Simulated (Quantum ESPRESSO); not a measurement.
## Quick settings and what they miss: Sb3Au (P4/mmm, 4 atoms in the cell)

Self-consistent single point.

```
Sb3Au
1.0
    3.01785     0.00000     0.00000
    0.00000     3.01785     0.00000
    0.00000     0.00000    11.64027
Sb Au
3 1
Direct
  0.00000   0.00000   0.23122
  0.00000   0.00000   0.76878
  0.00000   0.00000   0.50000
  0.00000   0.00000   0.00000
```

Computed with PBEsol, GBRV 1.5 ultrasoft (PBESOL) pseudopotentials (plane waves; Quantum ESPRESSO).

Base settings: ecutwfc = 40 Ry; ecutrho = 320 Ry; occupations = smearing; smearing = gauss; degauss = 0.019992 Ry; potentials = {Sb: sb_pbesol_v1.4.uspp.F.UPF, Au: au_pbesol_v1.uspp.F.UPF}; K_POINTS = automatic 9 9 3 0 0 0; conv_thr = 1e-09 Ry; mixing_beta = 0.5.

Tight run (finer mesh or higher cutoff; not a proven limit): ecutwfc: 40 Ry → 56 Ry; ecutrho: 320 Ry → 448 Ry; conv_thr: 1e-09 Ry → 7.3e-11 Ry; K_POINTS: automatic 9 9 3 0 0 0 → automatic 13 13 5 0 0 0. It gave Fermi level (on the code's own zero) 10.79 eV; pressure -0.68 GPa; largest force (vector length) 0.056 eV/Å.

Quick runs, as changes from the base:
- A: the base itself
- B: ecutwfc: 40 Ry → 24 Ry; ecutrho: 320 Ry → 192 Ry; conv_thr: 1e-09 Ry → 7.3e-05 Ry; K_POINTS: automatic 9 9 3 0 0 0 → automatic 1 1 1 1 1 1
- C: ecutwfc: 40 Ry → 20 Ry; ecutrho: 320 Ry → 160 Ry; degauss: 0.019992 Ry → 0.036749 Ry; conv_thr: 1e-09 Ry → 7.3e-05 Ry; K_POINTS: automatic 9 9 3 0 0 0 → automatic 8 8 8 0 0 0
- D: ecutwfc: 40 Ry → 28 Ry; ecutrho: 320 Ry → 224 Ry; conv_thr: 1e-09 Ry → 7.3e-06 Ry; K_POINTS: automatic 9 9 3 0 0 0 → automatic 4 4 4 0 0 0
- E: ecutwfc: 40 Ry → 24 Ry; ecutrho: 320 Ry → 192 Ry; K_POINTS: automatic 9 9 3 0 0 0 → automatic 6 6 6 1 1 1
- F: ecutwfc: 40 Ry → 32 Ry; ecutrho: 320 Ry → 256 Ry; smearing: gauss → fd; degauss: 0.019992 Ry → 0.036749 Ry; K_POINTS: automatic 9 9 3 0 0 0 → automatic 2 2 2 0 0 0

Energies are extrapolated to zero smearing width, which holds to low order in the width alone (under cold and Methfessel-Paxton smearing the free energy itself is taken).

Dashes: pressure of B, C, D, not trusted under this conv_thr with d or f elements.

The count of work is k-points × plane waves × bands × iterations; it is no time. Core times come from one kind of shared machine and are given to one figure; runs under 30 s give none.

The starting cell comes from a database of computed structures (which also holds hypothetical and non-ambient phases and stackings), without a prior relaxation at this level. Its lattice was rescaled by a random factor within 2.5 % of one. The run gives no clean gap (levels at the Fermi energy touch, overlap or are partly filled at this smearing), which alone does not show that the compound is a metal.

| run | energy less tight (meV/atom) | pressure less tight (GPa) | largest miss in a force vector (eV/Å) | count of work / tight | core time / tight (rough) |
|---|---|---|---|---|---|
| A | 21.5 | -0.04 | 0.039 | 0.19 | 0.3 |
| B | 9890.3 | – | 0.345 | 0.0043 | 0.06 |
| C | 14560.3 | – | 0.135 | 0.11 | 0.1 |
| D | 1072.0 | – | 0.370 | 0.068 | 0.07 |
| E | 3716.4 | -128.71 | 0.012 | 0.054 | 0.09 |
| F | -643.5 | -7.01 | 0.117 | 0.033 | 0.10 |

Among the runs at the tight run's level, the energy misses run from 21.5 to 14560.3 meV/atom.
